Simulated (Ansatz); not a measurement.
**AlAs, element substitutions**

Start from AlAs in the zinc blende structure (space group F-43m, No. 216; a = 5.675 Å).

Each row replaces one element on all its sites; cell and atoms are relaxed.

Computed with PBEsol in Ansatz (plane waves to 420 eV, PAW, no spin-orbit coupling).

| variant | band gap | density |
|---|---|---|
| base | 1.34 eV | 3.70 g/cm³ |
| As → P | 1.45 eV | 2.35 g/cm³ |
| As → Fe | zero | 3.34 g/cm³ |
| As → Ga | zero | 3.23 g/cm³ |

Other magnetic orders, which the real material may have, were not ruled out. Stability against distortions was not tested. As relaxed here, AlFe and AlGa are hypothetical phases, not in the database extracts checked.

Ansatz is a program for electronic structure.
